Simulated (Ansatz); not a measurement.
We consider baddeleyite TiO2 (model structure) (like a known high-pressure phase), described by LDA (Ansatz, a program for electronic structure, plane waves, PAW).

Settings: plane-wave cutoff 500 eV, 6×6×6 k mesh, gaussian smearing 0.02 eV, no spin polarisation, scalar-relativistic PAW data made under PBE.

Cell (relaxed at this level):

```
CELL_PARAMETERS angstrom
      0.00000     4.73042     0.04027
      4.82169     0.00000     0.00000
      0.00000    -0.82029    -4.87721
ATOMIC_POSITIONS crystal
  Ti 0.72040 0.94615 0.78743
  Ti 0.27960 0.44615 0.71257
  Ti 0.27960 0.05385 0.21257
  Ti 0.72040 0.55385 0.28743
  O  0.93344 0.66867 0.65708
  O  0.06656 0.16867 0.84292
  O  0.06656 0.33133 0.34292
  O  0.93344 0.83133 0.15708
  O  0.55837 0.24122 0.52654
  O  0.44163 0.74122 0.97346
  O  0.44163 0.75878 0.47346
  O  0.55837 0.25878 0.02654
```

Problem. What does this level give for the band gap?

Solution. 
- band gap = 2.20 eV (on the SCF k mesh)

Static lattice: no zero-point or thermal effects.

It cost very roughly 4 core-minutes of CPU time.

A model structure was made by putting elements into a prototype or built by hand; it is no filed structure, need not be a known phase, and can be a saddle point held by its symmetry.
